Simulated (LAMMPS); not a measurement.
An MD run on ZnS (zinc blende), 4096 atoms, at 2400 K and 0 GPa, heated as the crystal.

All values are model results, not measurements: classical MD, pair style sw, file CdTeZnSeHgS0.sw (LAMMPS).

| frequency (THz) | spectral density (1/THz), total | spectral density (1/THz), S | spectral density (1/THz), Zn |
|---|---|---|---|
| 0.1250 | 0.0002 | 0.0001 | 0.0002 |
| 0.6250 | 0.0056 | 0.0020 | 0.0037 |
| 1.125 | 0.0162 | 0.0055 | 0.0107 |
| 1.625 | 0.0359 | 0.0121 | 0.0238 |
| 2.125 | 0.0796 | 0.0253 | 0.0543 |
| 2.625 | 0.1477 | 0.0459 | 0.1019 |
| 3.125 | 0.1707 | 0.0514 | 0.1193 |
| 3.625 | 0.1363 | 0.0404 | 0.0959 |
| 4.125 | 0.0681 | 0.0197 | 0.0483 |
| 4.625 | 0.0267 | 0.0077 | 0.0190 |
| 5.125 | 0.0308 | 0.0077 | 0.0231 |
| 5.625 | 0.0454 | 0.0088 | 0.0366 |
| 6.125 | 0.0758 | 0.0104 | 0.0654 |
| 6.625 | 0.0837 | 0.0087 | 0.0750 |
| 7.125 | 0.0379 | 0.0055 | 0.0324 |
| 7.625 | 0.0166 | 0.0061 | 0.0105 |
| 8.125 | 0.0162 | 0.0086 | 0.0077 |
| 8.625 | 0.0183 | 0.0115 | 0.0068 |
| 9.125 | 0.0217 | 0.0151 | 0.0066 |
| 9.625 | 0.0287 | 0.0214 | 0.0073 |
| 10.12 | 0.0450 | 0.0359 | 0.0091 |
| 10.62 | 0.0876 | 0.0725 | 0.0151 |
| 11.12 | 0.1673 | 0.1362 | 0.0311 |
| 11.62 | 0.2356 | 0.1825 | 0.0532 |
| 12.12 | 0.1807 | 0.1381 | 0.0426 |
| 12.62 | 0.0720 | 0.0554 | 0.0166 |
| 13.12 | 0.0305 | 0.0237 | 0.0068 |
| 13.62 | 0.0193 | 0.0150 | 0.0043 |
| 14.12 | 0.0155 | 0.0123 | 0.0032 |
| 14.62 | 0.0131 | 0.0105 | 0.0026 |
| 15.12 | 0.0104 | 0.0084 | 0.0020 |
| 15.62 | 0.0080 | 0.0065 | 0.0015 |
| 16.12 | 0.0064 | 0.0052 | 0.0012 |
| 16.62 | 0.0055 | 0.0044 | 0.0011 |
| 17.12 | 0.0051 | 0.0041 | 0.0010 |
| 17.62 | 0.0050 | 0.0040 | 0.0010 |
| 18.12 | 0.0045 | 0.0035 | 0.0009 |
| 18.62 | 0.0035 | 0.0027 | 0.0007 |
| 19.12 | 0.0025 | 0.0020 | 0.0005 |
| 19.62 | 0.0019 | 0.0015 | 0.0004 |
| 20.12 | 0.0016 | 0.0013 | 0.0003 |
| 20.62 | 0.0015 | 0.0012 | 0.0003 |
| 21.12 | 0.0015 | 0.0012 | 0.0003 |
| 21.62 | 0.0015 | 0.0012 | 0.0003 |
| 22.12 | 0.0016 | 0.0013 | 0.0003 |
| 22.62 | 0.0017 | 0.0014 | 0.0004 |
| 23.12 | 0.0017 | 0.0013 | 0.0003 |
| 23.62 | 0.0014 | 0.0011 | 0.0003 |
| 24.12 | 0.0011 | 0.0009 | 0.0002 |
| 24.62 | 0.0008 | 0.0006 | 0.0001 |

The data show:
- state found: crystal; no diffusion seen in 30 ps
- mean frequency of the velocity spectrum: 8.1 THz

Caution: in nature this polymorph isn't the stable one over the whole range of temperature at this pressure, and short runs keep a crystal in its starting form. Caution: this crystal lies over the melting point of about 2210 K that CdTeZnSeHgS0.sw gives, so it is superheated.
